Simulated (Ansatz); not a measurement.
For ScAg3 (model structure, started from the Cu3Au type, Pm-3m, No. 221, 4 atoms in the cell), PBEsol (Ansatz, a quantum-chemistry and plane-wave program, plane waves, PAW) gives:

| Property | Value |
|---|---|
| lattice constant a | 4.158 Å |
| bulk modulus | 100 GPa |
| cohesive energy | 3.55 eV/atom |

Task: What does r²SCAN in Ansatz (plane waves, PAW) give for the same quantities?

Result: 
- lattice constant a: 4.204 Å (increases by 1.1 %)
- bulk modulus: 91.9 GPa (falls by 8.1 %)
- cohesive energy: 3.22 eV/atom (drops by 0.33 eV/atom)

Changes are worked out from the printed values.

Unless a cell is named, each level is at its own relaxed cell (PBEsol 17.97, r²SCAN 18.58 Å³/atom).

The crystal itself was run without spin with PBEsol, r²SCAN; a magnetic state was not tried in these runs.

Caveats: the bulk modulus is −V dP/dV from two relaxed cells at ±2 % in volume (PBEsol, r²SCAN). Ansatz's density-functional and Hartree–Fock values are scalar-relativistic unless marked +SOC, with PAW data made under PBE.

A model structure was made by putting elements into a prototype or built by hand; it is no filed structure, need not be a known phase, and can be a saddle point held by its symmetry.
